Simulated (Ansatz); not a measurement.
Start from CoSn (space group P6/mmm, No. 191; a = 5.218 Å, c = 4.172 Å; non-magnetic).

All numbers come from PBEsol (Ansatz, a first-principles code), no spin-orbit coupling.

Before the change:

| Quantity | Result |
|---|---|
| Lattice parameter a | 5.218 Å |
| Largest site moment | 0.00 μB |
| Magnetic state | non-magnetic |
| c/a ratio | 0.800 |

It is then changed as follows: every Sn is replaced by Fe; the structure is relaxed again.

Tabulated Pauling electronegativity and covalent radius: Sn 1.96, 1.39 Å; Fe 1.83, 1.32 Å.

**Question.** What happens to the lattice parameter a?

**Answer.** The lattice parameter a drops by 0.4574 Å (5.218 Å → 4.760 Å).

**Question.** Estimate the effect on the largest site moment.

**Answer.** The largest site moment goes from zero to 2.94 μB.

**Question.** How does this affect the magnetic state?

**Answer.** The magnetic state becomes ferromagnetic (base: non-magnetic).

**Question.** Estimate the effect on the c/a ratio.

**Answer.** The c/a ratio grows by 0.028, from 0.800 to 0.828.

The magnetic state is the one reached from the starting moments; the real material's order can differ, and small cells can't hold many antiferromagnetic ones. No phonon test of stability was made. As relaxed here, FeCo is a hypothetical phase, not in the database extracts checked. Seeded moments were not kept for the base. Spin-polarised in the final run: FeCo; the other runs are not.
